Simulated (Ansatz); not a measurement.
Here is the system:

```
CELL_PARAMETERS angstrom
      3.57527     0.00000     0.00000
     -1.78763     3.09627     0.00000
      0.00000     0.00000    18.79264
ATOMIC_POSITIONS crystal
  Pt 0.00000 0.00000 0.50000
  S  0.33333 0.66667 0.56536
  S  0.66667 0.33333 0.43464
```

All values below come from PBE with spin-orbit coupling, rigid bands (plane waves, PAW; Ansatz, a quantum-chemistry and plane-wave program). Condition of this run: spin-orbit coupling switched on. Geometry: cell and atoms relaxed with PBE.

Problem. Predict the hole conductivity mass (n e² τ/σ) at 300 K, by direction if it differs.

Solution. 2.0 mₑ.

Problem. Predict the electron conductivity mass (n e² τ/σ) at 300 K, by direction if it differs.

Solution. 0.45 mₑ.

Problem. And the band gap?

Solution. 1.73 eV at this level; semilocal functionals usually fall short of the measured gap.

Rigid bands, one relaxation time for all states, no polarons.

Model free-standing layer, not matched to a measured one here: monolayer PtS2.
